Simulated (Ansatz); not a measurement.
Abridged Ansatz (an electronic-structure program) output:

```
Relaxation: its limit of steps is 60 (relax.max_steps)
Pseudopotential: W, paw, valence charge 14
Pseudopotential: S, paw, valence charge 6
Crystal: 6 atoms, lattice volume = 107.010 Å³
Basis set: ecut = 420 eV, 2069 PW (Γ), exchange–correlation on 48×48×180 points (8 copies of the dense FFT grid, shifted against one another)
Bands: 32, of which v1, the nominal top of the filled ones, is band 26 counted from 1 (25 counted from 0)
Symmetry: 24 space group operations
k-points: 38 of 432
Functional: x = pbe(κ = 0.804, μ = 0.2195149727645171), c = pbe(β = 0.06672455060314922)
SCF iter   1: F=—  HF=-24385.302380 eV  |F-HF|=—  |Δ(HF+E_count)|=         —  Δρ=5.13e-3  dr2=1.30e-2  ethr=1.77e-3  ⟨swp⟩=6.3  Hψ=5679  notcnv=0
SCF iter   2: F=—  HF=-24385.307484 eV  |F-HF|=—  |Δ(HF+E_count)|=   5.10e-3  Δρ=2.79e-3  dr2=2.23e-3  ethr=2.50e-5  ⟨swp⟩=2.0  Hψ=1976  notcnv=0  defer=1
SCF 1 converged in 6 iterations: F = -24385.312279 eV  dr2 = 5.21e-8
relax step   1: F+E_penalty+E_count = -24385.31227853 eV  Δ(F+E_penalty+E_count) = +0.000e0 eV  max|allowed force component| = 2.055e-3 eV/Å  Δτ_max = 0.0000 Å  P = -1.009 GPa  Ω = 107.010 Å³  (6 SCF iters, dr2 threshold 1.00e-7 eV, accepted)
[... steps on the carried basis left out ...]
relax step   8: F+E_penalty+E_count = -24385.27383927 eV  Δ(F+E_penalty+E_count) = -1.499e-5 eV  max|allowed force component| = 7.480e-4 eV/Å  Δτ_max = 0.0000 Å  P = -2.006 GPa  Ω = 110.972 Å³  stress off target by 6.53e-3 GPa  SCF on the basis re-selected at this cell (its energy is not comparable with the rows above)  (6 SCF iters)
SCF converged after 6 iterations
Free energy (F): -24385.273839 eV
Internal energy: -24385.273839 eV  (E = F + TS)
E sigma→0 (E₀):  -24385.273839 eV
Entropy (-TS):   -0.000000 eV (-0.000 meV/atom)
Fermi energy:    11.464294 eV
  E_disp       = -2.451168  (pairwise vdW)
--- Forces (eV/Å), atoms counted from 1 ---
  atom   1  W     -0.00000000     0.00000000     0.00000000
  atom   2  W     -0.00000000    -0.00000000    -0.00000000
  atom   3  S     -0.00000000     0.00000000    -0.00074796
  atom   4  S      0.00000000    -0.00000000    -0.00074796
  atom   5  S      0.00000000    -0.00000000     0.00074796
  atom   6  S      0.00000000     0.00000000     0.00074796
--- Stress (GPa, compression-positive) ---
       -2.006100       0.000000      -0.000000
        0.000000      -2.006100      -0.000000
       -0.000000      -0.000000      -2.006532
  P = ⅓ Tr σ = -2.0062 GPa (-20.062 kbar)
--- Relaxed structure (6 steps of the walk, 6 accepted, 2 SCFs on fresh bases) ---
  cell:  # Å, volume = 110.9716 Å³
    - [3.1733471656312817, 2.8960019429239107e-11, 0.0]
    - [-1.586673582840721, 2.748199260449555, 0.0]
    - [0.0, 0.0, 12.724660309892652]
  atoms:
    - { symbol: W, position: [0.6666666666666666, 0.33333333333333326, 0.7500000000000001] }
    - { symbol: W, position: [0.3333333333333333, 0.6666666666666665, 0.25000000000000006] }
    - { symbol: S, position: [0.6666666666666666, 0.33333333333333326, 0.37360537359947726] }
    - { symbol: S, position: [0.3333333333333333, 0.6666666666666665, 0.8736053735994773] }
    - { symbol: S, position: [0.3333333333333333, 0.6666666666666665, 0.6263946264005229] }
    - { symbol: S, position: [0.6666666666666666, 0.33333333333333326, 0.12639462640052276] }
```

What was computed, and what are the main results?

WS2, 6 atoms in the cell, with PBE-D3(BJ) in Ansatz (plane waves to 420 eV, PAW, no SOC), from a series relaxed to a target (pressure −2 GPa). The last SCF converged to F = -24385.273839 eV, or -4064.2123 eV per atom, at a pressure of -2.01 GPa. The total energy compares only with runs of the same code, potentials and settings.

With W present, leaving out spin-orbit coupling can change the band edges. Load acts through the strain it causes; cell and atoms are relaxed under it. Stability against distortions was not tested. The cell was made from WS₂ (space group P6_3/mmc, No. 194; layered, stacked along the Cartesian z axis) by this change: pressure −2 GPa.

Keys are those of Ansatz 0.2.
